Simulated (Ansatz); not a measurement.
System: CaTiO3 (Imma, No. 74, 10 atoms in the cell; start mp-556003; a measured phase of this formula has another space group). Method: PBEsol (Ansatz, a quantum-chemistry and plane-wave program, plane waves, PAW).

Excerpt of the program's output:

```
Crystal: 10 atoms, lattice volume = 110.683 Å³
Basis set: ecut = 520 eV, 2967 PW (Γ), exchange–correlation on 90×90×90 points (8 copies of the dense FFT grid, shifted against one another)
Bands: 50, of which v1, the nominal top of the filled ones, is band 40 counted from 1 (39 counted from 0)
Symmetry: 8 space group operations
Space group: Imma (ITA 74), of the structure as read, at distance tolerance 4.8e-5 Å
k-points: 171 of 1000
Functional: x = pbesol(κ = 0.804, μ = 0.12345679012345678), c = pbesol(β = 0.046)
SCF iter   1: F=—  HF=-11917.479163 eV  |F-HF|=—  |Δ(HF+E_count)|=         —  Δρ=1.73e-2  dr2=2.85e-1
SCF iter   2: F=—  HF=-11917.419031 eV  |F-HF|=—  |Δ(HF+E_count)|=   6.01e-2  Δρ=4.49e-3  dr2=2.48e-2
  ...
SCF iter   7: F=—  HF=-11917.415079 eV  |F-HF|=—  |Δ(HF+E_count)|=   5.32e-8  Δρ=2.48e-6  dr2=7.38e-9
SCF iter   8: F=-11917.415079 eV  HF=-11917.415079 eV  |F-HF|=6.91e-11  |Δ(HF+E_count)|=   2.78e-9  Δρ=4.43e-7  dr2=3.21e-10
SCF 1 converged in 8 iterations: F = -11917.415079 eV  dr2 = 3.21e-10
SCF converged after 8 iterations
Free energy (F): -11917.415079 eV
Internal energy: -11917.415079 eV  (E = F + TS)
E sigma→0 (E₀):  -11917.415079 eV
Fermi energy:    10.359676 eV
--- Stress (GPa, compression-positive) ---
        0.000478       0.000000       0.000000
        0.000000       0.003486       0.000000
        0.000000       0.000000       0.000880
  P = ⅓ Tr σ = 0.0016 GPa (0.016 kbar)
```

Problem. Write an input file that could have produced this run (the log leaves some choices open).

Solution. One answer among several that fit: 
Ansatz 0.2 input:
```yaml
crystal:
  lattice:
    - [-2.7018924759, 3.7850760135, 2.7056939334]
    - [2.7018924759, -3.7850760135, 2.7056939334]
    - [2.7018924759, 3.7850760135, -2.7056939334]
  atoms:
    - { symbol: Ca, position: [0.7369872711, 0.9869872711, 0.75] }
    - { symbol: Ca, position: [0.2630127289, 0.0130127289, 0.25] }
    - { symbol: Ti, position: [0.0, 0.5, 0.5] }
    - { symbol: Ti, position: [0.5, 0.5, 0.0] }
    - { symbol: O, position: [0.7029100834, 0.5, 0.7029100834] }
    - { symbol: O, position: [0.2970899166, 0.5, 0.2970899166] }
    - { symbol: O, position: [0.2970899166, 0.0, 0.7970899166] }
    - { symbol: O, position: [0.7029100834, 0.0, 0.2029100834] }
    - { symbol: O, position: [0.8364561814, 0.5864561814, 0.25] }
    - { symbol: O, position: [0.1635438186, 0.4135438186, 0.75] }
basis:
  ecutwfc: 520
  ecutrho_ratio: 4
  xc_grid: 2
kpoints:
  mp_grid: { grid: [10, 10, 10] }
  band_path:
    path:
      - [0.0, 0.0, 0.0]
      - [0.0625, -0.0625, 0.0625]
      - [0.125, -0.125, 0.125]
      - [0.1875, -0.1875, 0.1875]
      - [0.25, -0.25, 0.25]
      - [0.3125, -0.3125, 0.3125]
      - [0.375, -0.375, 0.375]
      - [0.4375, -0.4375, 0.4375]
      - [0.5, -0.5, 0.5]
      - [0.438694, -0.438694, 0.561306]
      - [0.377388, -0.377388, 0.622612]
      - [-0.377388, 0.377388, 0.377388]
      - [-0.330214, 0.330214, 0.330214]
      - [-0.283041, 0.283041, 0.283041]
      - [-0.235867, 0.235867, 0.235867]
      - [-0.188694, 0.188694, 0.188694]
      - [-0.14152, 0.14152, 0.14152]
      - [-0.094347, 0.094347, 0.094347]
      - [-0.047173, 0.047173, 0.047173]
      - [0.047218, 0.047218, -0.047218]
      - [0.094437, 0.094437, -0.094437]
      - [0.141655, 0.141655, -0.141655]
      - [0.188873, 0.188873, -0.188873]
      - [0.236091, 0.236091, -0.236091]
      - [0.28331, 0.28331, -0.28331]
      - [0.330528, 0.330528, -0.330528]
      - [0.377746, 0.377746, -0.377746]
      - [0.622254, -0.377746, 0.377746]
      - [0.561127, -0.438873, 0.438873]
      - [0.0, 0.0625, 0.0]
      - [0.0, 0.125, 0.0]
      - [0.0, 0.1875, 0.0]
      - [0.0, 0.25, 0.0]
      - [0.0, 0.3125, 0.0]
      - [0.0, 0.375, 0.0]
      - [0.0, 0.4375, 0.0]
      - [0.0, 0.5, 0.0]
      - [0.083333, 0.416667, 0.083333]
      - [0.166667, 0.333333, 0.166667]
      - [0.25, 0.25, 0.25]
      - [0.3, 0.2, 0.2]
      - [0.35, 0.15, 0.15]
      - [0.4, 0.1, 0.1]
      - [0.45, 0.05, 0.05]
      - [0.5, 0.0, 0.0]
      - [0.416667, 0.0, 0.0]
      - [0.333333, 0.0, 0.0]
      - [0.25, 0.0, 0.0]
      - [0.166667, 0.0, 0.0]
      - [0.083333, 0.0, 0.0]
      - [0.0, 0.0, 0.083333]
      - [0.0, 0.0, 0.166667]
      - [0.0, 0.0, 0.25]
      - [0.0, 0.0, 0.333333]
      - [0.0, 0.0, 0.416667]
      - [0.0, 0.0, 0.5]
      - [0.05, 0.05, 0.45]
      - [0.1, 0.1, 0.4]
      - [0.15, 0.15, 0.35]
      - [0.2, 0.2, 0.3]
    npoints: 1
hamiltonian:
  xc: pbesol
  dispersion: none
  pseudopotentials: { kind: paw }
scf:
  occupations: { method: fermi_dirac, width: 0.01 }
  convergence: { dr2_threshold: 0.000000001 }
output:
  forces: true
  stress: true
  eigenvalues: true
  write_bands: true
```

The PAW data were made under PBE.

A start named mp-… is a Materials Project structure, which need not be a measured phase.
